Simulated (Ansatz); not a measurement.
# A computed series for MgF2: pressure series

The parent structure is MgF₂ in the rutile structure (space group P4_2/mnm, No. 136; a = 4.639 Å, c = 3.062 Å).

Cell and atoms are relaxed at each pressure.

Computed with PBEsol (Ansatz, a program for electronic structure; PAW; 420 eV plane waves; without spin-orbit coupling).

```csv
P (GPa),V (Å³/atom)
-0.99,11.098
0.30,10.950
0.70,10.906
1.50,10.822
2.99,10.672
4.99,10.489
7.49,10.281
9.99,10.092
```

### Question
Fit a third-order Birch–Murnaghan equation of state.

### Answer
Least squares on P(V) = (3B₀/2)[(V₀/V)^(7/3) − (V₀/V)^(5/3)]·[1 + (3/4)(B₀′ − 4)((V₀/V)^(2/3) − 1)] gives V₀ = 10.98 Å³/atom, B₀ = 98 GPa and B₀′ = 4.4.

Between the base and pressure 10 GPa the gap moves from 6.89 eV to 7.47 eV, a mean slope of 57 meV/GPa.

Load acts through the strain it causes; cell and atoms are relaxed under it. No phonon test of stability was made. Competing high-pressure phases were not computed. The base started in Pnnm and relaxed to P4_2/mnm at this level.
